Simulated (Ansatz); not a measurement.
We consider MgO (model structure, started from the CsCl type, Pm-3m, No. 221, 2 atoms in the cell; like a known high-pressure phase), described by HSE06 in Ansatz (PAW).

Settings: plane-wave cutoff 520 eV, 10×10×10 k mesh, scalar-relativistic PAW data made under PBE.

Computed at the level's own relaxed cell.

Elastic tensor (GPa, Voigt notation, ions relaxed):

```
  624.4   -72.9   -72.9     0.0     0.0     0.0
  -72.9   624.4   -72.9     0.0     0.0     0.0
  -72.9   -72.9   624.4     0.0     0.0     0.0
    0.0     0.0     0.0   -61.6     0.0     0.0
    0.0     0.0     0.0     0.0   -61.6     0.0
    0.0     0.0     0.0     0.0     0.0   -61.6
```

Q: Is the crystal stable against homogeneous strain at this level?

A: No. For a cubic crystal C11 − C12 = 697.3, C11 + 2C12 = 478.6 and C44 = -61.6 GPa must all be positive. The smallest eigenvalue of the tensor is -61.6 GPa.

Static lattice: no zero-point or thermal effects.

A model structure was made by putting elements into a prototype or built by hand; it is no filed structure, need not be a known phase, and can be a saddle point held by its symmetry.

Ansatz is a quantum-chemistry and plane-wave program.
